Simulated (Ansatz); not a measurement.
SiO2 (Ama2, No. 40, 12 atoms in the cell; start mp-554573; a measured phase of this formula has another space group)

All values below come from LDA (PAW; Ansatz, a program for electronic structure).

Settings: plane-wave cutoff 520 eV, 4×8×8 k mesh (along the axes of the cell as run), Fermi–Dirac smearing 0.01 eV, scalar-relativistic PAW data made under PBE.

Cell (relaxed at this level):

```cif
data_O8Si4
_chemical_formula_sum 'Si4 O8'
_space_group_name_H-M_alt 'P 1'
_space_group_IT_number 1
_cell_length_a 8.25164
_cell_length_b 5.03305
_cell_length_c 5.03305
_cell_angle_alpha 121.005
_cell_angle_beta 90.000
_cell_angle_gamma 90.000
loop_
_space_group_symop_operation_xyz
  'x, y, z'
loop_
_atom_site_label
_atom_site_type_symbol
_atom_site_fract_x
_atom_site_fract_y
_atom_site_fract_z
_atom_site_occupancy
Si1 Si 0.93735 0.33100 0.66002 1
Si2 Si 0.06265 0.66002 0.33100 1
Si3 Si 0.56265 0.33100 0.66002 1
Si4 Si 0.43735 0.66002 0.33100 1
O1 O 0.00000 0.39604 0.39604 1
O2 O 0.50000 0.39604 0.39604 1
O3 O 0.54321 0.96785 0.53577 1
O4 O 0.45679 0.53577 0.96785 1
O5 O 0.95679 0.96785 0.53577 1
O6 O 0.04321 0.53577 0.96785 1
O7 O 0.25000 0.73938 0.42520 1
O8 O 0.75000 0.42520 0.73938 1
```

```yaml
band_gap: 5.63 eV (on the SCF k mesh)
```

Note: the relaxation could not lower the start's symmetry, so the cell can be a saddle point above a distorted one.

The computed numbers hold no vibrational or temperature effects.

The result took about 5 core-minutes (a rough figure).

A start named mp-… is a Materials Project structure, which need not be a measured phase.
